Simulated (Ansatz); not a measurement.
Reference: CdSe (F-43m), PBEsol, rigid bands (plane waves, PAW, scalar-relativistic; Ansatz, a program for electronic structure); axes and stresses refer to this cell.

```yaml
crystal:
  lattice:
    - [0.00000, 3.04073, 3.04073]
    - [3.04073, 0.00000, 3.04073]
    - [3.04073, 3.04073, 0.00000]
  atoms:
    - { symbol: Cd, position: [0.00000, 0.00000, 0.00000] }
    - { symbol: Se, position: [0.75000, 0.75000, 0.75000] }
```

* **electron conductivity mass**: 0.061 mₑ
* **Seebeck coefficient, n-type 1e19 cm⁻³**: -47 μV/K
* **hole conductivity mass**: 0.73 mₑ

### Question
Change: functional r2SCAN on the same cell. What happens to electron conductivity mass, Seebeck coefficient, n-type 1e19 cm⁻³, hole conductivity mass?

### Answer
electron conductivity mass rises to 0.107 mₑ; Seebeck coefficient, n-type 1e19 cm⁻³ rises in size to -68 μV/K; hole conductivity mass moves little, to 0.75 mₑ.

Masses are for dilute carriers at 300 K, harmonic means over directions unless an axis is named. Seebeck coefficients are for the stated density at 300 K, with one relaxation time for all states and whether or not that doping can be reached. Spin-orbit coupling is left out unless a row names it; without it hole values are far off for these elements.
